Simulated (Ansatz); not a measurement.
Base system: TiAl (space group P4/mmm, No. 123; a = 2.813 Å, c = 4.062 Å; relaxed with 0.1 eV smearing). Axes: x, y, z lie along a, b, c of the conventional cell.

Computed with r2SCAN (Ansatz, a first-principles code, PAW, spin-orbit coupling left out), earlier PAW set.

For the base:

The pressure comes out as 0.0 GPa and the volume per atom is 16.07 Å³.

Perturbation: biaxial strain +2.58 %, plane normal [001], relaxed out of plane (Cartesian); in-plane vectors clamped, the third vector and the atoms free.

Question: What happens to the pressure?

Answer: The pressure (mean of the normal stresses, compression positive) goes from zero to -2.8 GPa.

Question: Predict the new volume per atom.

Answer: The volume per atom grows by 0.38 Å³ (16.07 Å³ → 16.45 Å³).

No phonon test of stability was made. All final runs are without spin polarisation.
